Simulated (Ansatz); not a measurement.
# Fermi-surface data of RuSi (R-3m)

Given:

```
RuSi
1.0
    2.90797    -0.01187    -0.01187
   -0.01187     2.90797    -0.01187
   -0.01187    -0.01187     2.90797
Si Ru
1 1
Direct
  0.50000   0.50000   0.50000
  0.00000   0.00000   0.00000
```

Level of theory: PBEsol, rigid bands (plane waves, PAW, scalar-relativistic; Ansatz, a first-principles code). Condition of this run: uniaxial stress along [111] of 2 GPa (compression positive) (the target of the relaxation). Cell: cell and atoms relaxed with PBEsol, then loaded as said.

| Item | Value |
|---|---|
| density of states at the Fermi level | 0.251 states/(eV·cell), both spins |
| bare Sommerfeld coefficient | 0.30 mJ/(mol of atoms·K²) |
| Drude plasma energy | 5.6 eV |
| root-mean-square Fermi velocity | 1.1e6 m/s |
| resistivity times τ | 15.6 ×10⁻²² Ω·m·s |

A metal at this level (no band gap); rigid bands, thermally averaged at 300 K, both spins. Spin-orbit coupling is left out. τ is one relaxation time for all states.

Computed structure, not matched to a measured one here, so possibly hypothetical: RuSi (R-3m).
